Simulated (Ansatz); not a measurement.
## A computed series for MgS: response to strain

Start from MgS in the rock salt structure (space group Fm-3m, No. 225).

```xyz
2
Lattice="0.0000 2.6015 2.6015 2.6015 0.0000 2.6015 2.6015 2.6015 0.0000" Properties=species:S:1:pos:R:3 pbc="T T T"
Mg     0.0000     0.0000     0.0000
S      2.6015     2.6015     2.6015
```

Cartesian axes are those of the cell as printed.

Strains are applied to the cell and any free atomic positions relax.

Calculations: Ansatz (a first-principles code), r2SCAN, PAW, cutoff 500 eV, spin-orbit coupling left out.

Candidates:
(a) tensor shear ε_xy = +2.00 %
(b) tensor shear ε_xy = +1.71 %
(c) tensor shear ε_xy = +0.57 %

Before the change:

```
Quantity   Result
--------  -------
Band gap  3.46 eV
```

Order them by band gap, lowest first.

(a) tensor shear ε_xy = +2.00 % (3.19 eV), (b) tensor shear ε_xy = +1.71 % (3.24 eV), (c) tensor shear ε_xy = +0.57 % (3.40 eV)

Gaps are Kohn–Sham eigenvalue differences; semilocal functionals usually give less than the measured gap. No phonon test of stability was made.
